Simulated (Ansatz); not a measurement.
An Ansatz (a quantum-chemistry and plane-wave program) input (PBEsol-D3(BJ) (Ansatz), scalar-relativistic without spin-orbit coupling):

Ansatz 0.2 input:
```yaml
crystal:
  lattice:
    - [2.4582842374, 0, 0]
    - [1.2291421187, 2.1289365993, 0]
    - [0, 0, 24.8471412487]
  atoms:
    - { symbol: C, position: [0, 0, 0.3018455896] }
    - { symbol: C, position: [0.6666666667, 0.6666666667, 0.3018455896] }
    - { symbol: C, position: [0, 0, 0.4339485299] }
    - { symbol: C, position: [0.3333333333, 0.3333333333, 0.4339485299] }
    - { symbol: C, position: [0, 0, 0.5660514701] }
    - { symbol: C, position: [0.6666666667, 0.6666666667, 0.5660514701] }
    - { symbol: C, position: [0, 0, 0.6981544104] }
    - { symbol: C, position: [0.3333333333, 0.3333333333, 0.6981544104] }
basis: { ecutwfc: 420, ecutrho_ratio: 4, xc_grid: 2, fft_grid_basis: typed }
kpoints: { mp_grid: { grid: [15, 15, 1] } }
hamiltonian:
  xc: pbesol
  dispersion: d3bj
  pseudopotentials: { kind: paw }
scf: { occupations: { method: fermi_dirac, width: 0.05 } }
relax: { f_tol: 0.01, max_steps: 60, cell: { stress_tol: 0.02, fix: [c, alpha, beta] } }
output: { forces: true, stress: true }
checkpoint: { write: state.ck, write_every: 1000 }
```

**Question.** Which symmetry and how many k-points will the program report, and about how many plane waves at Γ?

**Answer.** Space group P-3m1 (ITA 164) with 12 operations, k-points 27 of 225, and 2453 plane waves at Γ.

Whether these cells are dynamically stable was not tested. The cell was made from C in the graphite type structure (space group P6_3/mmc, No. 194; layered, stacked along the Cartesian z axis) by this change: a free-standing slab of 4 layers (8 atoms, 2 a layer) is cut normal to the stacking axis, with 15 Å of vacuum and the in-plane cell relaxed.
